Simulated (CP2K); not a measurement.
CP2K run on Bi2Pd (I4/mmm, 3 atoms in the cell): self-consistent single point.

Level of theory: LDA (Pade form), GPW, DZVP-MOLOPT-SR-GTH basis, GTH-PADE potentials (GTH_POTENTIALS) (CP2K).

```
CELL_PARAMETERS angstrom
      6.97266     0.00000     0.00000
      5.36046     4.45909     0.00000
     -6.16656    -2.22955     2.37080
ATOMIC_POSITIONS crystal
  Bi 0.63232 0.63232 0.00000
  Bi 0.36768 0.36768 0.00000
  Pd 0.00000 0.00000 0.00000
```

Reference input (self-consistent single point, DFT PBEsol, GPW, DZVP-MOLOPT-SR-GTH basis, GTH-PBE potentials (GTH_POTENTIALS)): CUTOFF = 500 Ry; REL_CUTOFF = 60 Ry; SMEAR/METHOD = GAUSSIAN; SIGMA = 0.1 eV; KPOINTS/SCHEME = MONKHORST-PACK 9 9 9; XC_FUNCTIONAL = PBE:PBESOL; Bi/BASIS_SET = DZVP-MOLOPT-SR-GTH-q5; Bi/POTENTIAL = GTH-PBE-q5; Pd/BASIS_SET = DZVP-MOLOPT-SR-GTH-q18; Pd/POTENTIAL = GTH-PBE-q18; METHOD = GPW; EPS_DEFAULT = 1e-10. This run's input differs from it in these lines:

```diff
@@ -42,6 +42,3 @@
     &XC
-      &XC_FUNCTIONAL
-        &PBE
-          PARAMETRIZATION PBESOL
-        &END PBE
+      &XC_FUNCTIONAL PADE
       &END XC_FUNCTIONAL
@@ -78,3 +75,3 @@
       BASIS_SET DZVP-MOLOPT-SR-GTH-q5
-      POTENTIAL GTH-PBE-q5
+      POTENTIAL GTH-PADE-q5
     &END KIND
@@ -82,3 +79,3 @@
       BASIS_SET DZVP-MOLOPT-SR-GTH-q18
-      POTENTIAL GTH-PBE-q18
+      POTENTIAL GTH-PADE-q18
     &END KIND
```

Output (repeated stretches shortened):

```
 SCF WAVEFUNCTION OPTIMIZATION

  Step     Update method      Time    Convergence         Total energy    Change
     1 NoMix/Diag. 0.30E+00      -     0.53254593      -138.4647439070 -1.38E+02
     2 Broy./Diag. 0.30E+00      -     0.48893539      -142.3104611133 -3.85E+00
     3 Broy./Diag. 0.30E+00      -     0.09544272      -136.2003725574  6.11E+00
     4 Broy./Diag. 0.30E+00      -     0.07443590      -137.9253908879 -1.73E+00
     5 Broy./Diag. 0.30E+00      -     0.04385859      -138.7381030847 -8.13E-01
     6 Broy./Diag. 0.30E+00      -     0.00281502      -138.1512096538  5.87E-01
   [... 4 lines left out ...]
    11 Broy./Diag. 0.30E+00      -     0.00001812      -138.1574996134 -1.89E-05
    12 Broy./Diag. 0.30E+00      -     0.00000027      -138.1576911820 -1.92E-04
    13 Broy./Diag. 0.30E+00      -     0.00000015      -138.1576932740 -2.09E-06
    14 Broy./Diag. 0.30E+00      -     0.00000001      -138.1576932593  1.47E-08
  *** SCF run converged in    14 steps ***

  Overlap energy of the core charge distribution:               0.00000000000607
  Self energy of the core charge distribution:               -246.23730826397946
  Core Hamiltonian energy:                                     57.68259628403846
  Hartree energy:                                              65.59327695622689
  Exchange-correlation energy:                                -15.19603295406375
  Smearing free energy correction:                             -0.00022528151959
  Fermi energy:                                                 0.28593937993970

  Total energy:                                              -138.15769325929074
  Total energy (extrapolated to sigma->0):                   -138.15758061853094

   [... lines left out ...]

 STRESS| Analytical stress tensor [bar]
 STRESS|                        x                   y                   z
 STRESS|      x       -3.24731704384E+04  -1.92097876776E+03  -3.84359391174E-02
 STRESS|      y       -1.92097876776E+03  -2.78551112010E+04   2.23119973744E-03
 STRESS|      z       -3.84359391174E-02   2.23119973744E-03  -2.71608865989E+04
 STRESS| 1/3 Trace                                            -2.91630560794E+04
```

The run converged in 14 iterations. Against the reference run the pressure goes from 3.82 to -2.92 GPa and the largest force goes from 0.484 to 0.070 eV/Å.

The starting cell comes from a database of computed structures (which also holds hypothetical and non-ambient phases and stackings), without a prior relaxation at this level. Its lattice was rescaled by a random factor within 2.5 % of one. Spin polarisation is off. Values carry the incompleteness of an atom-centred basis.

Cost on one core of a shared machine: roughly 4 min.
